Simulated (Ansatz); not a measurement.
# Response to strain in AlRu

The reference is AlRu in the CsCl type structure (space group Pm-3m, No. 221; relaxed with 0.1 eV smearing).

```yaml
crystal:
  lattice:
    - [2.97703, 0.00000, 0.00000]
    - [0.00000, 2.97703, 0.00000]
    - [0.00000, 0.00000, 2.97703]
  atoms:
    - { symbol: Al, position: [0.50000, 0.50000, 0.50000] }
    - { symbol: Ru, position: [0.00000, 0.00000, 0.00000] }
```

Cartesian axes are those of the cell as printed.

Strains are applied to the cell and any free atomic positions relax; under biaxial strain the out-of-plane vector relaxes too.

The values are results of PBEsol, PAW, 420 eV (Ansatz, a program for electronic structure; scalar-relativistic without spin-orbit coupling), not measurements.

Notes on the quantities. pressure: mean of the normal stresses, compression positive; energy relative to the base: free energy F.

| variant | pressure | volume per atom | energy relative to the base |
|---|---|---|---|
| base | 0.0 GPa | 13.19 Å³ | 0 meV/atom |
| biaxial strain −2.50 %, plane normal [111], relaxed out of plane | 8.0 GPa | 12.77 Å³ | +24 meV/atom |
| biaxial strain −2.08 %, plane normal [111], relaxed out of plane | [?] | 12.84 Å³ | +17 meV/atom |
| biaxial strain −1.25 %, plane normal [111], relaxed out of plane | 3.9 GPa | 12.97 Å³ | +5.9 meV/atom |
| biaxial strain −0.83 %, plane normal [111], relaxed out of plane | 2.5 GPa | 13.05 Å³ | [?] |
| biaxial strain −0.42 %, plane normal [111], relaxed out of plane | 1.3 GPa | 13.12 Å³ | +0.7 meV/atom |
| biaxial strain +0.42 %, plane normal [111], relaxed out of plane | -1.2 GPa | 13.27 Å³ | +0.6 meV/atom |
| biaxial strain +1.67 %, plane normal [111], relaxed out of plane | [?] | 13.50 Å³ | +9.9 meV/atom |
| biaxial strain +2.08 %, plane normal [111], relaxed out of plane | -5.8 GPa | 13.58 Å³ | +15 meV/atom |
| biaxial strain +2.50 %, plane normal [111], relaxed out of plane | -6.8 GPa | 13.67 Å³ | +22 meV/atom |

Problem. Some entries are withheld; estimate them.

Solution. 
- biaxial strain −2.08 %, plane normal [111], relaxed out of plane, pressure: 6.6 GPa
- biaxial strain −0.83 %, plane normal [111], relaxed out of plane, energy relative to the base: +2.6 meV/atom
- biaxial strain +1.67 %, plane normal [111], relaxed out of plane, pressure: -4.7 GPa

Whether these cells are dynamically stable was not tested. The final runs are not spin-polarised.
